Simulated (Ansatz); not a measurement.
## SrTaNO2 (Pmc2₁, No. 26, 10 atoms in the cell; start mp-1101327)

All values below come from HSE06+SOC in Ansatz (PAW).

Numerical settings: plane-wave cutoff 460 eV, 6×4×4 k mesh (along the axes of the cell as run), Fermi–Dirac smearing 0.01 eV, PAW data made under PBE.

Cell (relaxed with PBEsol):

```yaml
crystal:
  lattice:
    - [3.96665, 0.00000, 0.00000]
    - [0.00000, 5.74182, 0.00000]
    - [0.00000, 0.00000, 5.74032]
  atoms:
    - { symbol: Sr, position: [0.50000, 0.75962, 0.51947] }
    - { symbol: Sr, position: [0.50000, 0.24038, 0.01947] }
    - { symbol: Ta, position: [0.00000, 0.73654, 0.01548] }
    - { symbol: Ta, position: [0.00000, 0.26346, 0.51548] }
    - { symbol: N, position: [0.00000, 0.48409, 0.76313] }
    - { symbol: N, position: [0.00000, 0.51591, 0.26313] }
    - { symbol: O, position: [0.50000, 0.77320, 0.98762] }
    - { symbol: O, position: [0.50000, 0.22680, 0.48762] }
    - { symbol: O, position: [0.00000, 0.97576, 0.71436] }
    - { symbol: O, position: [0.00000, 0.02424, 0.21436] }
```

* **band gap**: 2.15 eV (on the SCF k mesh) (indirect)
* **smallest direct gap on the k points sampled**: 2.18 eV

Note: cell and atoms aren't relaxed at this level (pressure 0.6 GPa).

It cost very roughly 28 core-minutes of CPU time.

A start named mp-… is a Materials Project structure, which need not be a measured phase.

Ansatz is a quantum-chemistry and plane-wave program.
